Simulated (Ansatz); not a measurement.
Results of PBEsol (Ansatz, a quantum-chemistry and plane-wave program, PAW) for SnS2 (Fd-3m, No. 227, 12 atoms in the cell; start mp-1095397; a measured phase of this formula has another space group).

Numerical settings: plane-wave cutoff 520 eV, 6×6×6 k mesh, Fermi–Dirac smearing 0.01 eV, scalar-relativistic PAW data made under PBE.

Cell (relaxed at this level):

```xyz
12
Lattice="0.0000 5.1789 5.1789 5.1789 0.0000 5.1789 5.1789 5.1789 0.0000" Properties=species:S:1:pos:R:3 pbc="T T T"
Sn     1.2947     3.8842     3.8842
Sn     3.8842     3.8842     1.2947
Sn     3.8842     1.2947     3.8842
Sn     1.2947     1.2947     1.2947
S      9.0802     6.4566     6.4566
S      6.4908     6.4908     3.8671
S      6.4566     9.0802     6.4566
S      3.8671     3.8671     3.8671
S      9.0802     9.0802     9.0802
S      6.4908     3.8671     6.4908
S      6.4566     6.4566     9.0802
S      3.8671     6.4908     6.4908
```

Q: Give the computed band gap.

A: 
* **band gap**: 1.06 eV (on the SCF k mesh)

Note: the relaxation could not lower the start's symmetry, so the cell can be a saddle point above a distorted one.

Spin–orbit coupling is not included.

A start named mp-… is a Materials Project structure, which need not be a measured phase.
